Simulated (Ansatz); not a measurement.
We consider rock-salt TmN, described by LDA in Ansatz (plane waves, PAW).

Numerical settings: plane-wave cutoff 520 eV, 20×20×20 k mesh, Fermi–Dirac smearing 0.05 eV, spin-polarised with parallel moments, scalar-relativistic PAW data made under PBE.

Equation-of-state points:

| V (Å³/atom) | E − E_lowest (meV/atom) | P (GPa) |
|---|---|---|
| 12.165 | 27.48 | 11.97 |
| 12.423 | 11.77 | 7.56 |
| 12.682 | 2.82 | 3.58 |
| 12.941 | 0.00 | -0.03 |
| 13.200 | 2.72 | -3.29 |
| 13.459 | 10.45 | -6.23 |
| 13.718 | 22.70 | -8.89 |

Problem. Fit the third-order Birch–Murnaghan equation and give B0 and B′.

Solution. V0 = 12.939 Å³/atom, B0 = 171 GPa, B′ = 4.0 (fit to the energies at full precision).

Measured, for comparison: equilibrium volume per atom 13.90 Å³/atom (temperature not stated, not corrected to a static lattice, from a published cell, temperature and pressure not stated; as tabulated in Crystal Structures 1, 85 (1963)). Computed less measured: equilibrium volume per atom -6.9 %.

Note: the magnetic order was assumed, not searched for or taken from measurement; the 4f shell is treated without U or exact exchange, so its levels and filling can be wrong; the volume lies 7 % below that of the published cell.

Spin–orbit coupling is not included.

Computed values are for the static lattice.

Ansatz is a program for electronic structure.
